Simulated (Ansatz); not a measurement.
The parent structure is MgO in the rock salt structure (space group Fm-3m, No. 225; a = 4.214 Å). Axes: x, y, z lie along the cube axes.

All numbers come from PBEsol in Ansatz (plane waves to 420 eV, PAW, no spin-orbit coupling).

Strains are applied to the cell and any free atomic positions relax; under biaxial strain the out-of-plane vector relaxes too.

One change was made to it. Results:

```json
[
 {"quantity": "electron mass", "base": "0.34 mₑ (at Γ)", "after": "0.35 mₑ out of plane, 0.32 mₑ in plane (at Γ)"},
 {"quantity": "band gap", "base": "4.62 eV", "after": "4.18 eV"},
 {"quantity": "pressure (mean of the normal stresses, compression positive)", "base": "0.01 GPa", "after": "-5.41 GPa"},
 {"quantity": "gap character", "base": "direct at Γ", "after": "direct at Γ"}
]
```

Which change produced these results?
A) biaxial strain +3.00 %, plane normal [001], relaxed out of plane
B) biaxial strain −2.50 %, plane normal [001], relaxed out of plane
C) biaxial strain +2.50 %, plane normal [001], relaxed out of plane
D) biaxial strain +2.00 %, plane normal [001], relaxed out of plane
E) biaxial strain −1.50 %, plane normal [001], relaxed out of plane

A, biaxial strain +3.00 %, plane normal [001], relaxed out of plane. For comparison, the band gap in the other runs: biaxial strain −1.50 %, plane normal [001], relaxed out of plane gives 4.78 eV; biaxial strain −2.50 %, plane normal [001], relaxed out of plane gives 4.89 eV; biaxial strain +2.00 %, plane normal [001], relaxed out of plane gives 4.33 eV; biaxial strain +2.50 %, plane normal [001], relaxed out of plane gives 4.26 eV.

Effective masses come from finite differences of ±0.01 Å⁻¹. Stability against distortions was not tested. k-point labels follow each cell's own Brillouin zone.

Ansatz is a quantum-chemistry and plane-wave program.
